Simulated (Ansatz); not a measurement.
## Effect of pressure 10 GPa on Pd

Base system: Pd in the fcc (Cu type) structure (space group Fm-3m, No. 225; a = 3.908 Å).

Modification: cell and atoms relaxed at a pressure of 10 GPa.

Method: r2SCAN/PAW in Ansatz (a first-principles code), without spin-orbit coupling. k-mesh 20×20×20 (Γ-centred); smearing 0.05 eV (Fermi–Dirac).

Volume per atom: 14.23 Å³ (base 14.93 Å³)
Density: 12.42 g/cm³ (base 11.84 g/cm³)
Lattice parameter a: 3.847 Å (base 3.908 Å)
Shortest interatomic distance: 2.720 Å (base 2.764 Å)
Enthalpy H = E + PV relative to the base's energy: +0.91 eV/atom
Band gap: zero (base zero)

Final structure:

```xyz
1
Lattice="0.0000 1.9234 1.9234 1.9234 0.0000 1.9234 1.9234 1.9234 0.0000" Properties=species:S:1:pos:R:3 pbc="T T T"
Pd     0.0000     0.0000     0.0000
```

Load acts through the strain it causes; cell and atoms are relaxed under it. Whether these cells are dynamically stable was not tested. No other phases were tried under pressure. All final runs are without spin polarisation. Pd has a high density of states at the Fermi level and may be magnetic at this level.
